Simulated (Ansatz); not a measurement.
An Ansatz (an electronic-structure program) input (plane-wave PAW DFT at the PBE level (Ansatz, 420 eV), scalar-relativistic without spin-orbit coupling):

Ansatz 0.2 input:
```yaml
crystal:
  lattice:
    - [-3.3074431553, 5.6345626272, 2.9662798527]
    - [3.3074431553, -5.6345626272, 2.9662798527]
    - [3.3074431553, 5.6345626272, -2.9662798527]
  atoms:
    - { symbol: Se, position: [0.3901522824, 0.3108432897, 0.7009955721] }
    - { symbol: Se, position: [0.8901522824, 0.1891567103, 0.0793089927] }
    - { symbol: Se, position: [0.1098477176, 0.8108432897, 0.9206910073] }
    - { symbol: Se, position: [0.6098477176, 0.6891567103, 0.2990044279] }
    - { symbol: Si, position: [0.25, 0.25, 0] }
    - { symbol: Si, position: [0.75, 0.75, 0] }
basis: { ecutwfc: 420, ecutrho_ratio: 4, xc_grid: 2, fft_grid_basis: typed }
kpoints: { mp_grid: { grid: [8, 8, 8] } }
hamiltonian:
  xc: pbe
  dispersion: none
  pseudopotentials: { kind: paw }
scf: { occupations: { method: fermi_dirac, width: 0.05 }, convergence: { dr2_threshold: 0.0000000006 } }
output: { forces: true, stress: true }
```

Q: Which symmetry and how many k-points will the program report, and about how many plane waves at Γ?

A: Space group Ibam (ITA 72) with 8 operations, k-points 95 of 512, and 4289 plane waves at Γ.

No phonon test of stability was made. The cell is SiSe₂ (space group Ibam, No. 72; made of chains). No dispersion term is included, though the crystal is made of layers, chains or molecules, so its spacings can come out too wide.
